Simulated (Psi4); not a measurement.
Psi4 1.11, unrestricted BP86/def2-tzvp: CCO[C]=O, charge 0, multiplicity 2, 10 atoms. The geometry is a generated start, not checked to be a minimum at this level.

```json
{
 "task": "energy",
 "method": "bp86",
 "basis": "def2-tzvp",
 "memory": "3 GB",
 "maxiter": "100",
 "keys_of_the_molecule_block": "symmetry c1",
 "scf_type": "df (default)",
 "guess": "auto, which took SAD (default)",
 "scf_initial_accelerator": "adiis (default)",
 "e_convergence": "1e-06 (default)",
 "d_convergence": "1e-06 (default)",
 "dft_radial_points": "75 (default)",
 "dft_spherical_points": "302 (default)",
 "basis_functions": "185",
 "grid_points": "214655"
}
```

```xyz
10

C     -1.1046     0.0713    -0.0906
C      0.1246    -0.6508     0.4436
O      1.2342     0.2991     0.7430
C      1.8068     0.9501    -0.1865
O      1.7060     1.0480    -1.3758
H     -1.3260    -0.2319    -1.1110
H     -0.9343     1.1465    -0.0921
H     -1.9729    -0.1287     0.5315
H     -0.0519    -1.1267     1.4066
H      0.5180    -1.3768    -0.2687
```

Charge 0 and multiplicity 2 are set for this test and not shown to be the ground state.

One run each on 2 threads. Values of diis_max_vecs tried: 3, 6, 10 (default), 20.

Which value of diis_max_vecs needs the fewest SCF iterations, and what happens away from it?

Fewest SCF iterations, within one of each other: 6 with 11, 10 (default) with 10, 20 with 10. The count rises to 35 at 3. All converge to one solution.

```json
[
 {"diis_max_vecs": "3", "SCF iterations": "35", "end": "same solution"},
 {"diis_max_vecs": "6", "SCF iterations": "11", "end": "same solution"},
 {"diis_max_vecs": "10 (default)", "SCF iterations": "10", "end": "same solution"},
 {"diis_max_vecs": "20", "SCF iterations": "10", "end": "same solution"}
]
```
